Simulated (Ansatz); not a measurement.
The starting structures come from a database of crystals and need not be the phases stable at ambient conditions.

 Where the default PAW files enter, the runs use the earlier of Ansatz's two default sets.

Given:

```
CELL_PARAMETERS angstrom
      4.20360     0.00000     0.00000
      0.00000     4.20360     0.00000
      2.10180    -2.10180     2.97240
ATOMIC_POSITIONS crystal
  Mg 0.00000 0.00000 0.00000
  Te 0.50000 0.50000 0.00000
```

Space group of this cell: Fm-3m, rock salt. The cell is taken as given; by PBEsol its mean pressure is -1.0 GPa.

Transport runs along the normal of the first two printed cell vectors, the (001) plane of the conventional cell.

The gap is the functional's own. No spin-orbit coupling. Mid-gap values are interpolated on the energy grid.

### Question
State the band gap and the smallest decay constant κ at mid-gap according to PBEsol in Ansatz (a program for electronic structure).

### Answer
Gap 0.44 eV on a 10×10×10 mesh; κ = 0.083 1/Å, at the zone centre.
